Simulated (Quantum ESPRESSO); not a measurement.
Troubleshooting Quantum ESPRESSO: a failed run on K₂MoCl₆ (Fm-3m, 9 atoms in the cell). The aim is a self-consistent single point with DFT, PBEsol, plane waves, PseudoDojo standard norm-conserving (PBESOL) pseudopotentials.

This input was run:

```fortran
&CONTROL
   calculation = 'scf'
   prefix = 'scf'
   outdir = './tmp/'
   pseudo_dir = './'
   verbosity = 'high'
   tprnfor = .true.
   tstress = .true.
/
&SYSTEM
   ibrav = 0
   nat = 9
   ntyp = 3
   ecutwfc = 80.0
   occupations = 'smearing'
   smearing = 'gaussian'
   degauss = 0.0073499
/
&ELECTRONS
   conv_thr = 1.0d-10
/
ATOMIC_SPECIES
Mo    95.9500  Mo.upf
Cl    35.4500  Cl.upf
K     39.0983  K.upf
CELL_PARAMETERS {angstrom}
   0.000000000     4.937312000     4.937312000
   4.937312000     0.000000000     4.937312000
   4.937312000     4.937312000     0.000000000
ATOMIC_POSITIONS {crystal}
Mo    0.000000000    0.000000000    0.000000000
Cl    0.765000000    0.235000000    0.235000000
Cl    0.235000000    0.765000000    0.235000000
Cl    0.235000000    0.765000000    0.765000000
Cl    0.765000000    0.235000000    0.765000000
Cl    0.235000000    0.235000000    0.765000000
Cl    0.765000000    0.765000000    0.235000000
K     0.250000000    0.250000000    0.250000000
K     0,750000000    0,750000000    0,750000000
K_POINTS {automatic}
4 4 4  0 0 0
```

The program printed (abridged):

```
     This program is part of the open-source Quantum ESPRESSO suite
     for quantum simulation of materials; please cite

[eval_infix.c] A parsing error occurred
helper string:
0,750000000
error code:
Error: invalid token: ,

 %%%%%%%%%%%%%%%%%%%%%%%%%%%%%%%%%%%%%%%%%%%%%%%%%%%%%%%%%%%%%%%%%%%%%%%%%%%%%%
     Error in routine card_atomic_positions (1):
     Error while parsing atomic position card.
 %%%%%%%%%%%%%%%%%%%%%%%%%%%%%%%%%%%%%%%%%%%%%%%%%%%%%%%%%%%%%%%%%%%%%%%%%%%%%%

     stopping ...
```

### Question
From the messages shown, name the fault and mend the input.

### Answer
The fault is decimal commas. The program does not read a comma as a decimal mark. To fix it, use decimal points. The program stopped before any SCF iteration.

An input that runs soundly differs in these lines (not the only fix; some lines may just follow from the change or write a value another way):
```diff
-   ecutwfc = 80.0
+   ecutwfc = 80
-K     0,750000000    0,750000000    0,750000000
+K     0.750000000    0.750000000    0.750000000
```

With that input, the run converged in 12 iterations: free energy E − TS -6227.7543 eV; Fermi level (on the code's own zero) 4.73 eV; pressure 1.07 GPa; largest force (vector length) 0.673 eV/Å (DFT, PBEsol, plane waves, PseudoDojo standard norm-conserving (PBESOL) pseudopotentials).

On the sound input: the starting cell comes from a database of published, mostly measured structures (it also holds non-ambient and calculated ones), without a prior relaxation at this level. Its lattice was rescaled by a random factor within 2.5 % of one. Spin polarisation is off.
